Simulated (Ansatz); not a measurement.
**Hypothetical zinc blende NaI: element substitutions**

Consider NaI in the zinc blende structure (space group F-43m, No. 216; a hypothetical phase, not in the database extracts checked).

```xyz
2
Lattice="0.0000 3.5440 3.5440 3.5440 0.0000 3.5440 3.5440 3.5440 0.0000" Properties=species:S:1:pos:R:3 pbc="T T T"
I      5.3160     5.3160     5.3160
Na     0.0000     0.0000     0.0000
```

Each row replaces one element on all its sites; cell and atoms are relaxed.

Level of theory: r2SCAN, PAW, 500 eV (Ansatz, a first-principles code; no SOC).

| variant | width of the top valence band | electron mass | band gap | shortest interatomic distance |
|---|---|---|---|---|
| base | 0.45 eV | 0.36 mₑ (at Γ) | 4.42 eV | 3.069 Å |
| Na → Cs | 0.13 eV | 0.49 mₑ (at Γ) | 4.29 eV | 3.778 Å |
| I → Cl | 0.35 eV | 0.48 mₑ (at Γ) | 5.55 eV | 2.675 Å |
| Na → K | 0.07 eV | 0.45 mₑ (at Γ) | 4.47 eV | 3.434 Å |
| I → Sb | – | – | zero | 3.010 Å |

With I present, leaving out spin-orbit coupling can change the band edges. Effective masses come from finite differences of ±0.01 Å⁻¹. Stability against distortions was not tested. As relaxed here, CsI, NaCl, KI and NaSb are hypothetical phases, not in the database extracts checked. The final runs are not spin-polarised.
